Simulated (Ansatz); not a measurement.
By PBEsol, the system below comes out a metal.

The ballistic (Sharvin) conductance counts the channels at the Fermi level: G/A = (e²/h) × channels of both spins per area.

```yaml
crystal:
  lattice:
    - [2.52963, 0.00000, 0.00000]
    - [-1.26481, 2.19072, 0.00000]
    - [1.26481, 0.73024, 2.06543]
  atoms:
    - { symbol: Cu, position: [0.00000, 0.00000, 0.00000] }
```

The cell is taken as given; by PBEsol it stands under a pressure of -1.9 GPa.

The current flows along the normal of the first two printed cell vectors, the (111) plane of the conventional cell. No spin-orbit coupling; the value is a mean over 0.1 eV about the Fermi level.

Problem. Predict the ballistic conductance per area from PBEsol (Ansatz, a quantum-chemistry and plane-wave program).

Solution. 1.1 × 10¹⁵ S/m² for both spins.
